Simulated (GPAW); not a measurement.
## Short convergence ladders for a (110) slab of CaSi (cut from a parent of space group no. 63; 4 atoms in the cell)

```yaml
crystal:
  lattice:
    - [3.92493, 0.00000, 0.00000]
    - [0.00000, 5.83965, 0.00000]
    - [0.00000, 0.00000, 17.04480]
  atoms:
    - { symbol: Ca, position: [0.25000, 0.61996, 0.41068] }
    - { symbol: Ca, position: [0.75000, 0.84378, 0.58932] }
    - { symbol: Si, position: [0.25000, 0.11600, 0.48309] }
    - { symbol: Si, position: [0.75000, 0.34774, 0.51691] }
```

Base method: LDA (Perdew-Wang 92), GPAW PAW datasets LDA (gpaw-data 1.0.1) (plane waves; GPAW).

Base settings: mode = pw; ecut = 600 eV; xc = LDA; kpts = 4 3 1; mesh shift (steps) = 0 0 0; occupations.name = fermi-dirac; occupations.width = 0.1 eV; nbands = -12; convergence.density = 1e-05 e/electron; symmetry.symmorphic = false.

The count of work is k-points × plane waves × bands × iterations; it is no time. Core times come from one kind of shared machine, to one figure; runs under 30 s give none.

**The vacuum**

The mesh stays at the base's, so the ladder's end is converged at best in this setting alone.

Only quantities that move along the ladder and can be compared are tabulated.

```tsv
vacuum between outermost atoms (Å)	free energy less the last step's (meV/atom)	largest difference of a force vector from the last step's (eV/Å)	count of work / last	core time / last (rough)
3.0	-25.32	0.452	0.17	–
5.0	-47.21	0.318	0.24	–
7.0	-12.54	0.077	0.32	0.3
14.0	-0.05	0.000	0.54	0.5
30.0	0.00	0.000	1.0	1
```

Smallest vacuum between outermost atoms (Å) that holds the free energy within 5 meV/atom of the last step, with all finer ones: 14.0; the step before is off by 13 meV/atom.

Smallest vacuum between outermost atoms (Å) that holds the forces within 0.02 eV/Å of the last step, with all finer ones: 14.0; the step before is off by 0.077 eV/Å.

**The k-point mesh**

Only quantities that move along the ladder and can be compared are tabulated.

| kpts | free energy less the last step's (meV/atom) | largest difference of a force vector from the last step's (eV/Å) | count of work / last | core time / last (rough) |
|---|---|---|---|---|
| 2 1 1 | 86.81 | 0.987 | 0.076 | – |
| 3 2 1 | 52.81 | 0.161 | 0.11 | 0.1 |
| 4 3 1 | 5.47 | 0.091 | 0.19 | 0.2 |
| 5 4 1 | 3.64 | 0.039 | 0.28 | 0.2 |
| 13 9 1 | 0.00 | 0.000 | 1.0 | 1 |

Coarsest kpts that holds the free energy within 5 meV/atom: not settled: the last two steps still differ by 3.6 meV/atom, over half the tolerance, so the ladder does not show it.

Coarsest kpts that holds the forces within 0.02 eV/Å: not settled: the last two steps still differ by 0.039 eV/Å, over half the tolerance, so the ladder does not show it.

**The plane-wave cutoff**

The mesh stays at the base's, so the ladder's end is converged at best in this setting alone.

Only quantities that move along the ladder and can be compared are tabulated.

```tsv
ecut	free energy less the last step's (meV/atom)	count of work / last	core time / last (rough)
300 eV	109.56	0.11	–
420 eV	10.89	0.18	0.2
600 eV	1.42	0.34	0.4
720 eV	0.40	0.41	0.5
1200 eV	0.00	1.0	1
```

Coarsest ecut that holds the free energy within 5 meV/atom of the last step, with all finer ones: 600 eV, at 0.34 of the last step's count of work and about 0.4 of the last step's time; the step before is off by 11 meV/atom.

On the base run: the starting cell comes from a database of computed structures (which also holds hypothetical and non-ambient phases and stackings), without a prior relaxation at this level. The slab is cut from that crystal, and its faces are unrelaxed. Its lattice was rescaled by up to half a per cent. Spin polarisation is off, though cut faces can carry moments; the slab shows no gap. Without a gap this mesh is coarse (it stands for a supercell whose shortest in-plane vector is 16 Å).
